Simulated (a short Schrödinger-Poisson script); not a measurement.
MOS inversion layer, HfO2 on p-type Si(100)

System: MOS inversion layer, HfO2 on p-type Si(100), at 300 K.

```csv
layer,material,thickness (nm),Na (cm⁻³)
1,HfO2,10.6,-
2,Si,410,1.1e18
```

Constants are typed, rounded textbook-type inputs, not results; the design itself was drawn at random and stands for no fabricated device. HfO2: permittivity 22, conduction-band edge (eV) 1.55, gap (eV) 5.7, electron mass (mₑ) 0.2. Si: permittivity 11.7, conduction-band edge (eV) 0, gap (eV) 1.124, Nv at 300 K (cm⁻³) 3.1e19.

Channel valleys (confinement mass, in-plane density-of-states mass, number): Δ2 0.916, 0.19, 2; Δ4 0.19, 0.417, 4. At the gate the conduction-band edge of layer 1 lies 1.93 eV − eVg above the Fermi level of the channel; the field vanishes at the back. Gaps are held at their typed values at every temperature. Mesh 0.03 nm at interfaces.

Solved with a short Schrödinger-Poisson script written for these runs: 1D Poisson equation in equilibrium, electrons quantum, Hartree (BenDaniel-Duke, 12 states a valley, the channel's in-plane mass for all, wave functions ending at the dielectric), parabolic valleys, classical holes, full ionisation, no traps, pinning or gate leakage.

```tsv
Vg (V)	electrons (cm⁻²)	C (μF/cm²)	Δ2 E0 (meV)	Δ2 E1 (meV)	Δ4 E0 (meV)	Δ4 E1 (meV)
0.4	2.99e6	0.294	372.7	450.7	444.7	570.7
0.6	1.46e9	0.275	211.3	295.5	289.0	425.9
0.8	3.00e11	0.884	71.9	161.9	155.1	300.5
1	1.69e12	1.33	22.9	119.1	112.7	262.2
1.2	3.40e12	1.43	-0.4	101.8	95.9	248.0
1.4	5.20e12	1.47	-17.1	90.8	85.5	239.7
1.6	7.05e12	1.50	-31.0	82.6	77.7	233.9
1.8	8.93e12	1.52	-43.4	75.8	71.2	-
2	1.08e13	1.53	-	-	-	-
2.2	1.27e13	1.54	-	-	-	-
```

Gate voltages with under 1e6 electrons/cm² are left out.

Subbands count from the Fermi level; a dash marks a level above the dielectric's band edge.
